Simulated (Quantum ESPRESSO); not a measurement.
Habitual settings against a tight run: TiPd (P2_1/m, 4 atoms in the cell)

Self-consistent single point.

```yaml
crystal:
  lattice:
    - [2.71265, 0.00000, 0.00000]
    - [0.00000, 4.44593, 0.00000]
    - [-0.25206, 0.00000, 4.76464]
  atoms:
    - { symbol: Ti, position: [0.04521, 0.75000, 0.29967] }
    - { symbol: Ti, position: [0.95479, 0.25000, 0.70033] }
    - { symbol: Pd, position: [0.48820, 0.75000, 0.81554] }
    - { symbol: Pd, position: [0.51180, 0.25000, 0.18446] }
```

Method: LDA (PZ), GBRV 1.5 ultrasoft (LDA) pseudopotentials (plane waves; Quantum ESPRESSO).

Base settings: ecutwfc = 50 Ry; ecutrho = 400 Ry; occupations = smearing; smearing = marzari-vanderbilt; degauss = 0.0073499 Ry; potentials = {Ti: ti_lda_v1.4.uspp.F.UPF, Pd: pd_lda_v1.4.uspp.F.UPF}; K_POINTS = automatic 11 7 6 0 0 0; conv_thr = 1e-10 Ry.

Tight run (finer mesh or higher cutoff; not a proven limit): ecutwfc: 50 Ry → 70 Ry; ecutrho: 400 Ry → 560 Ry; conv_thr: 1e-10 Ry → 7.3e-11 Ry; K_POINTS: automatic 11 7 6 0 0 0 → automatic 15 10 9 0 0 0. It gave Fermi level (on the code's own zero) 18.30 eV; pressure 4.47 GPa; largest force (vector length) 0.194 eV/Å.

Quick runs, as changes from the base:
- A: ecutwfc: 50 Ry → 25 Ry; ecutrho: 400 Ry → 200 Ry; degauss: 0.0073499 Ry → 0.036749 Ry; K_POINTS: automatic 11 7 6 0 0 0 → automatic 8 8 8 0 0 0
- B: ecutwfc: 50 Ry → 40 Ry; ecutrho: 400 Ry → 320 Ry; conv_thr: 1e-10 Ry → 7.3e-05 Ry; K_POINTS: automatic 11 7 6 0 0 0 → automatic 6 6 6 0 0 0
- C: ecutwfc: 50 Ry → 30 Ry; ecutrho: 400 Ry → 240 Ry; K_POINTS: automatic 11 7 6 0 0 0 → automatic 6 6 6 0 0 0
- D: ecutwfc: 50 Ry → 35 Ry; ecutrho: 400 Ry → 280 Ry; K_POINTS: automatic 11 7 6 0 0 0 → automatic 4 4 4 0 0 0
- E: ecutwfc: 50 Ry → 30 Ry; ecutrho: 400 Ry → 240 Ry; K_POINTS: automatic 11 7 6 0 0 0 → automatic 1 1 1 0 0 0

Energies are extrapolated to zero smearing width, which holds to low order in the width alone (under cold and Methfessel-Paxton smearing the free energy itself is taken).

Dashes: pressure of B, not trusted under this conv_thr with d or f elements.

The count of work is k-points × plane waves × bands × iterations; it is no time. Core times come from one kind of shared machine and are given to one figure; runs under 30 s give none.

The starting cell comes from a database of computed structures (which also holds hypothetical and non-ambient phases and stackings), without a prior relaxation at this level. Its lattice was rescaled by a random factor within 2.5 % of one. Spin polarisation is off. In the base run, with a pressure of about 4 GPa the cell is away from its equilibrium volume at this level.

```csv
run,energy less tight (meV/atom),pressure less tight (GPa),largest miss in a force vector (eV/Å),count of work / tight,core time / tight (rough)
A,1497.8,-103.51,0.078,0.090,0.2
B,23.3,–,0.061,0.061,0.08
C,201.6,-18.87,0.050,0.061,0.10
D,30.0,-1.87,0.026,0.027,0.05
E,-250.1,-8.97,1.107,0.00099,0.02
```

Among the runs at the tight run's level, the energy misses run from 23.3 to 1497.8 meV/atom.
